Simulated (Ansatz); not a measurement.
Take PtTe2 (space group P-3m1, No. 164; a = 4.0090 Å, c = 4.9600 Å; layered; relaxed with 0.1 eV smearing) as the base. Axes: x lies along a and z along c of the hexagonal cell.

Calculations: PBEsol-D3(BJ) (Ansatz, a first-principles code; PAW; 420 eV plane waves; no spin-orbit coupling).

Strains are applied to the cell and any free atomic positions relax.

One change was made to it. Results:

The energy rises by 5.8 meV/atom; the shortest interatomic distance rises by 0.009 Å (2.675 Å → 2.684 Å).

### Question
What was done to the base?
A) uniaxial strain ε_zz = +0.50 %
B) uniaxial strain ε_zz = +3.00 %
C) uniaxial strain ε_zz = −0.50 %

### Answer
B, uniaxial strain ε_zz = +3.00 %. For comparison, the energy relative to the base in the other runs: uniaxial strain ε_zz = +0.50 % gives +0.2 meV/atom; uniaxial strain ε_zz = −0.50 % gives +0.2 meV/atom.

No phonon test of stability was made. All final runs are without spin polarisation.
